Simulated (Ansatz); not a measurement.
Take CsSnI$_{3}$ in the cubic perovskite structure (space group Pm-3m, No. 221; a = 6.1304 Å) as the base. Axes: x, y, z lie along the cube axes.

Level of theory: PBEsol/PAW in Ansatz (a first-principles code), scalar-relativistic without spin-orbit coupling.

For the base:

```
Item                             Value
-----------------------------  -------
Band gap                       0.10 eV
Shortest interatomic distance  3.065 Å
```

Now apply this change: uniaxial stress, 0.5 GPa compression along x, with the cell and atoms free to relax against it.

### Question
Predict the new band gap.

### Answer
The band gap goes from 0.10 eV to zero.

### Question
What does the calculation give for the shortest interatomic distance after the change?

### Answer
The shortest interatomic distance shrinks by 0.033 Å (3.065 Å → 3.032 Å).

### Question
What happens to the energy relative to the base?

### Answer
The energy rises by 0.8 meV/atom.

Spin-orbit coupling, missing from the scalar runs, can matter with I. Load acts through the strain it causes; cell and atoms are relaxed under it. Beyond what the load breaks, stability against distortions was not tested. The final runs are not spin-polarised. Many cubic perovskites are stable only at high temperature; tilts and polar distortions were not tested. Gaps under 0.05 eV, about the width of the smearing, are given as zero. The zero or small gap of CsSnI3 can change with the level of theory.
